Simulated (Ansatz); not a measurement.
C vacancy + C vacancy + F interstitial in diamond: one set of geometries, relaxed with PBE, evaluated in Ansatz (PAW, plane waves to 420 eV, 500 eV under r2SCAN) with PBE, r2SCAN.

Set-up: 64-site cell; 2×2×2 shifted k-points; start: the C site; C 1.55 Å away; midway between the emptied sites; charged states image-corrected; corrections pass 1 eV, so highly charged states may be off by several tenths; relaxed from one start, so a lower configuration may exist; flagged in the runs: a doubtful potential alignment, a strain field that reaches the edge of the cell.

```tsv
quantity	PBE	r2SCAN
host gap (eV)	4.13	___
ε(−1/−2) above the VBM (eV)	3.27	___
largest moment on one atom at charge −1 (μB)	0.29	___
largest moment on one atom at charge −2 (μB)	0.23	___
```

Given the lower rungs, what does r2SCAN give?


- host gap (eV), r2SCAN: 4.34
- ε(−1/−2) above the VBM (eV), r2SCAN: 3.63
- largest moment on one atom at charge −1 (μB), r2SCAN: 0.34
- largest moment on one atom at charge −2 (μB), r2SCAN: 0.28

Ansatz is an electronic-structure program.
